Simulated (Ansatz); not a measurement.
**How the smallest direct gap on the k points sampled of Ge (P4₃2₁2, No. 96, 12 atoms in the cell; start COD 9011057; another form than the element's usual one) moves with the method**

No measured value is used here.

```csv
level (code),value (eV),cell (Å³/atom)
LDA (Ansatz),0.47,19.87
PBEsol (Ansatz),0.42,20.39
r²SCAN (Ansatz),…,20.88
r²SCAN+rVV10 (Ansatz),…,20.58
HSE06 (Ansatz),0.96,20.78
PBE0 (Ansatz),1.48,20.45
r²SCAN0 (Ansatz),1.67,20.45
```

**Question.** Complete the blanks.

**Answer.** 
- r²SCAN (Ansatz, a first-principles code), value (eV): 0.74
- r²SCAN+rVV10 (Ansatz), value (eV): 0.78

Computed values are for a static lattice. Levels without +SOC have no spin–orbit coupling; where heavier elements are present it shifts gaps, mostly down, and can invert bands.  HSE06: the relaxation could not lower the start's symmetry, so the cell can be a saddle point above a distorted one. Values are at the level's own relaxed cell; PBE0 at a fixed cell, not relaxed at this level and not confirmed as the measured one; r²SCAN0 at a fixed cell, not relaxed at this level and not confirmed as the measured one. Cutoffs and k meshes differ between the levels. Ansatz's density-functional and Hartree–Fock values are scalar-relativistic unless marked +SOC, with PAW data made under PBE.
